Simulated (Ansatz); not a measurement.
An Ansatz (an electronic-structure program) input (PBEsol (Ansatz), no spin-orbit coupling, earlier PAW set):

Ansatz 0.2 input:
```yaml
crystal:
  lattice:
    - [0, 4.054782594, 4.054782594]
    - [4.054782594, 0, 4.054782594]
    - [4.054782594, 4.054782594, 0]
  atoms:
    - { symbol: Ag, position: [0, 0, 0.5] }
    - { symbol: Ag, position: [0, 0.5, 0] }
    - { symbol: Ag, position: [0, 0.5, 0.5] }
    - { symbol: Ag, position: [0.5, 0, 0] }
    - { symbol: Ag, position: [0.5, 0, 0.5] }
    - { symbol: Ag, position: [0.5, 0.5, 0] }
    - { symbol: Ag, position: [0.5, 0.5, 0.5] }
basis: { ecutwfc: 420, ecutrho_ratio: 4, xc_grid: 2, fft_grid_basis: typed }
kpoints: { mp_grid: { grid: [7, 7, 7] } }
hamiltonian:
  xc: pbesol
  dispersion: none
  pseudopotentials: { azcp: { folder: ./paw }, kind: paw }
scf: { occupations: { method: fermi_dirac, width: 0.05 }, convergence: { dr2_threshold: 0.0000000007 } }
relax: { f_tol: 0.02, max_steps: 45 }
output: { forces: true, stress: true }
checkpoint: { write: state.ck, write_every: 1000 }
```

Question: Which symmetry and how many k-points will the program report, and about how many plane waves at Γ?

Answer: Space group Fm-3m (ITA 225) with 48 operations, k-points 20 of 343, and 2637 plane waves at Γ.

Question: And the final pressure?

Answer: -3.84 GPa (compression positive).

The cell is small, so the values are those of an ordered compound at a high defect concentration; dilute-limit values will differ. The defect started on the symmetric site and kept its symmetry, so it may sit on a saddle. The cell was made from Ag in the fcc (Cu type) structure (space group Fm-3m, No. 225) by this change: Ag vacancy. The defect cell is not spin-polarised.
